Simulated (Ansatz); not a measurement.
For MoGe2 (model structure, started from the C54 type, Fddd, No. 70, 6 atoms in the cell), PBEsol (Ansatz, a program for electronic structure, plane waves, PAW) gives:

| Quantity | Value |
|---|---|
| volume per atom | 14.89 Å³/atom |
| formation enthalpy | -0.143 eV/atom |

Question: What does PBE-D3(BJ) in Ansatz (plane waves, PAW) give for the same quantities?

Answer: 
- equilibrium volume per atom: 14.91 Å³/atom (is nearly the same)
- formation enthalpy: -0.145 eV/atom (moves by -0.002 eV/atom)

Changes are worked out from the printed values.

Unless a cell is named, each level is at its own relaxed cell (PBEsol 14.89, PBE-D3(BJ) 14.91 Å³/atom).

Ansatz's density-functional and Hartree–Fock values are scalar-relativistic unless marked +SOC, with PAW data made under PBE.

A model structure was made by putting elements into a prototype or built by hand; it is no filed structure, need not be a known phase, and can be a saddle point held by its symmetry.
